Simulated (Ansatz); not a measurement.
PtSe2: transverse stress against strain

PtSe2 (1T layered, P-3m1, 18.701 Å³/atom and stress up to 0.01 GPa in the relaxed cell, c along z) under a strain ε along a direction in the basal plane (axis x), the other axes held. PBEsol-D3(BJ) in Ansatz, a plane-wave DFT program (PAW, default set), 420 eV, 18×18×13 Γ-centred mesh, Fermi-Dirac smearing 0.10 eV; ions are relaxed, or left where forces stay under 0.02 eV/Å, within the symmetry of each cell. Against the start cell, which lies near the measured one, the relaxed cell differs by -8.3 % in volume and -8.8 % in c; the values below rest on it. Stress is positive for a compressed cell.

Here s stands for strain and y for stress zz.

```csv
strain (%),stress zz (GPa)
-1.50,?
-1.00,0.61
-0.50,0.30
0.00,0.00
0.50,-0.28
1.00,-0.55
```

### Question
Fit y against s with a straight line, and predict the withheld value at s = -1.50.

### Answer
Means: s 0, y 0.016. About the means, the sum of products is -1.4500 and the sum of squares of s is 2.5000; the slope is their ratio. Least squares gives y = 0.016 - 0.5800·s. Residuals (row less fit): 0.014, -0.006, -0.016, -0.006, 0.014; standard error 0.015 (degrees of freedom: 3). The slope gives the elastic constant C13 = 58.0 ± 1.0 GPa (± standard error of the fit, which holds the terms cut off). At the withheld row, y = 0.016 - 0.5800 × (-1.5) = 0.886 GPa. The calculation gives 0.94 GPa, 0.054 GPa above the prediction (3.6 % of the range of y in the table). The row lies outside the fitted rows, so this is an extrapolation. From the scatter of the fitted rows alone, a prediction at this place has a standard error of 0.022 GPa, so the miss is 2.5 times that.

A polynomial of degree 2 through the 7 other runs of the series gives 0.94 there, so most of the miss is curvature that the fit leaves out. This level leaves no gap over 0.05 eV at strain -1.50, -1.00, -0.50, 0.00, 0.50, 1.00 %. Spin-orbit coupling is left out, which can shift these values for the heavy elements here. Rows are the converged runs of the series near zero and its far end; series whose fitted rows scatter by over a few per cent of the range, as at a crossing or softening among them, aren't shown in this form, nor equations of state whose B0' disagrees with the runs' pressures. Most that stay on the fit to the last digits aren't either.
